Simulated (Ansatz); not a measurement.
Abridged Ansatz (a quantum-chemistry and plane-wave program) output:

```
Pseudopotential: Ge, paw, valence charge 14
Crystal: 4 atoms, lattice volume = 101.255 Å³
Basis set: ecut = 420 eV, 1939 PW (Γ), exchange–correlation on 72×72×72 points (8 copies of the dense FFT grid, shifted against one another)
Bands: 32, of which v1, the nominal top of the filled ones, is band 28 counted from 1 (27 counted from 0)
Symmetry: 16 space group operations
k-points: 75 of 729
Functional: x = pbe(κ = 0.804, μ = 0.2195149727645171), c = pbe(β = 0.06672455060314922)
SCF iter   1: F=—  HF=-17179.600723 eV  |F-HF|=—  |Δ(HF+E_count)|=         —  Δρ=1.05e-3  dr2=1.38e-3  ethr=1.77e-3  ⟨swp⟩=6.0  Hψ=9033  notcnv=0
SCF iter   2: F=—  HF=-17179.599461 eV  |F-HF|=—  |Δ(HF+E_count)|=   1.26e-3  Δρ=8.68e-4  dr2=7.97e-4  ethr=2.47e-6  ⟨swp⟩=2.0  Hψ=4787  notcnv=0
SCF 1 converged in 10 iterations: F = -17179.599386 eV  dr2 = 1.30e-10
SCF converged after 10 iterations
Free energy (F): -17179.599386 eV
Internal energy: -17179.597605 eV  (E = F + TS)
E sigma→0 (E₀):  -17179.598496 eV
Entropy (-TS):   -0.001781 eV (-0.445 meV/atom)
Fermi energy:    7.164588 eV
--- Forces (eV/Å), atoms counted from 1 ---
  atom   1  Ge     0.00010140     0.00010140     0.00000000
  atom   2  Ge    -0.00010140     0.00010140    -0.00000000
  atom   3  Ge     0.00010140    -0.00010140    -0.00000000
  atom   4  Ge    -0.00010140    -0.00010140     0.00000000
--- Stress (GPa, compression-positive) ---
       -0.001030       0.000000      -0.000000
        0.000000      -0.001030       0.000000
        0.000000       0.000000      -0.001753
  P = ⅓ Tr σ = -0.0013 GPa (-0.013 kbar)
```

Q: What was computed, and what are the main results?

A: Ge, 4 atoms in the cell, with PBE (Ansatz, PAW, no spin-orbit coupling). The last SCF converged to F = -17179.599386 eV, or -4294.8998 eV per atom, at a pressure of 0.00 GPa. The total energy compares only with runs of the same code, potentials and settings.

Stability against distortions was not tested. The cell is Ge (space group I4/mmm, No. 139; a hypothetical phase, not in the database extracts checked).
